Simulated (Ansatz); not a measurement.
Relaxation of the outer planes of the (211) surface of rock-salt BaO in its 1x1 cell (cut with top plane Ba + O, bottom plane Ba + O), outermost plane spacing 1.14 Å in the ideal cut.

Calculation: PBE (plane waves to 420 eV, PAW; Ansatz, a first-principles code).

Set-up: 22 atoms, Ba11O11, 11.4 Å thick at the start; mesh 7x3x1; 0.025 eV smearing; dipole correction on; all atoms relaxed; held to the start's symmetry, so lower structures may exist; no spin, no spin-orbit, no U.

```json
[
 {"plane": "1", "atoms": "Ba + O", "bulk spacing to the next (Å)": "1.138", "relaxed spacing (Å)": "(withheld)", "change (%)": "(withheld)", "rumpling (Å)": "(withheld)"},
 {"plane": "2", "atoms": "Ba + O", "bulk spacing to the next (Å)": "1.138", "relaxed spacing (Å)": "1.021", "change (%)": "-10.3", "rumpling (Å)": "0.07 (Ba outermost)"}
]
```

**Question.** Some entries are withheld; supply them.

**Answer.** 
- 1, relaxed spacing (Å): 0.707
- 1, change (%): -37.8
- 1, rumpling (Å): 0.31 (Ba outermost)
